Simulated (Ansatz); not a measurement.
**Step by step: formation energy of AlRu2C (P6₃/mmc) from the elements**

We look at the formation energy of AlRu2C (P6₃/mmc) from the elements. Reaction: C (graphite) + 2 Ru (hcp) + Al (fcc) → AlRu2C (P6₃/mmc). A negative value means that the right-hand side lies lower. The value is per atom of the solid.

AlRu2C (P6₃/mmc), 8 atoms in the cell; this is a cell from a database of computed structures that this text hasn't matched to a measured one; spin state with PBE: run without spin. Conventional cell: a = b = 2.868 Å, c = 13.328 Å, α = β = 90.00°, γ = 120.00°.

Method: Ansatz (an electronic-structure program), PAW, neutral cells at 0 K with nuclei at rest, on structures from PBE+D3(BJ). Ansatz runs with its default PAW set. Other levels take these structures. The lattices are those relaxed with PBE+D3(BJ), so at other levels the solids can be strained, which adds to the spread. A dispersion term (D3(BJ), or D4 for r2SCAN) was computed beside these levels and is taken off wherever the name lacks it.

Total energies of the cells in eV, at zero smearing width. They compare only within one column; the weights balance every element.

```csv
cell,atoms,weight,r2SCAN,LDA
AlRu2C (P6₃/mmc),8,+2,-25146.66040,-24544.55725
C (graphite),4,−1,-1006.66207,-971.91362
Ru (hcp),2,−4,-11781.41090,-11516.56801
Al (fcc),1,−4,-540.41139,-512.87901
```

r2SCAN: 2 × (-25146.66040) − (-1006.66207) − 4 × (-11781.41090) − 4 × (-540.41139) = 0.630 eV; dividing by 16 atoms gives 0.04 eV/atom.

LDA: 2 × (-24544.55725) − (-971.91362) − 4 × (-11516.56801) − 4 × (-512.87901) = 0.587 eV; dividing by 16 atoms gives 0.04 eV/atom.

What follows from the r2SCAN value: A formula unit of AlRu2C has 4 atoms, so it forms with 0.0394 × 4 = 0.158 eV, or 15.2 kJ/mol at 96.485 kJ/mol per eV.
